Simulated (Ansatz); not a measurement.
Base system: SiO2 in the CdI2 type structure (space group P-3m1, No. 164; a hypothetical phase, not in the database extracts checked; layered, stacked along the Cartesian z axis).

```yaml
crystal:
  lattice:
    - [2.68607, 0.00000, 0.00000]
    - [-1.34304, 2.32621, 0.00000]
    - [0.00000, 0.00000, 4.60175]
  atoms:
    - { symbol: Si, position: [0.00000, 0.00000, 0.00000] }
    - { symbol: O, position: [0.66667, 0.33333, 0.19897] }
    - { symbol: O, position: [0.33333, 0.66667, 0.80103] }
```

All numbers come from PBE-D3(BJ), PAW, 420 eV (Ansatz, a quantum-chemistry and plane-wave program; no SOC), earlier PAW set.

For the base:

The c/a ratio comes out as 1.713.

Modification: cell and atoms relaxed at a pressure of 75 GPa.

**Question.** Estimate the effect on the c/a ratio.

**Answer.** The c/a ratio decreases by 0.287, from 1.713 to 1.426.

**Question.** Predict the new valence-band top at Γ.

**Answer.** The valence-band top at Γ (three highest levels, from the VBM) is 0.00, -2.27, -2.27 eV.

From pressure 75 GPa on, the axis ratios lie over 15 % from the base's, so the cell there is far from its starting form. The levels and masses belong to the bands next to the band gap. Load acts through the strain it causes; cell and atoms are relaxed under it. Whether these cells are dynamically stable was not tested. No other phases were tried under pressure.
